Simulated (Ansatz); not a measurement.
Bond-angle distributions (per cent of the angles at each element, bins of 10°) of a relaxed model of amorphous Si$_{10}$Al$_{16}$O$_{44}$ at 2.42 g/cm³. Level of theory: PBE, scalar-relativistic without spin-orbit coupling (plane waves to 420 eV, PAW; Ansatz, a program for electronic structure).

A CHGNet melt-quench gave the starting glass, which DFT then relaxed. O atoms were pushed apart under 1.9 Å during the dynamics, to hinder bonds among them. The hot cell started wider than the set density and was brought back towards it in steps. It is the lowest in DFT energy of 2 quenches. It is a model cell: composition and starting density were chosen by hand, and all elements were melted together. No dispersion term was used. Its density started from a set value of 2.35 and ended at 2.42 g/cm³. The simulated quench (nominally 83 K/ps over its main leg) is rapid and tends to freeze in more defects than a deposited or slowly cooled glass has. Values belong to this one cell and scatter from quench to quench. Volume and shape were free in the relaxation.

Cut-offs for bonds: Si-Si 2.60 Å, Si-Al 2.55 Å, Si-O 1.92 Å, Al-Al 2.66 Å, Al-O 2.38 Å, O-O 1.58 Å. Two cations that share two anions don't count as bonded, nor two that share one unless they lie closer than Si-Si 2.38 Å, Si-Al 2.48 Å, Al-Al 2.59 Å.

```
angle (°)  at Si  at Al  at O
---------  -----  -----  ----
50-60          0      0     0
60-70          0      0     0
70-80          0      5     0
80-90          0     16     5
90-100         7     12    19
100-110       40     25     2
110-120       48     26    21
120-130        5      8    19
130-140        0      2    19
140-150        0      1     8
150-160        0      3     3
160-170        0      2     3
170-180        0      1     1
```

They go with these counts of neighbours within the cut-offs, cation contacts included: Si mean 4.0, most often 4; Al mean 4.3, most often 4; O mean 2.5, most often 2.
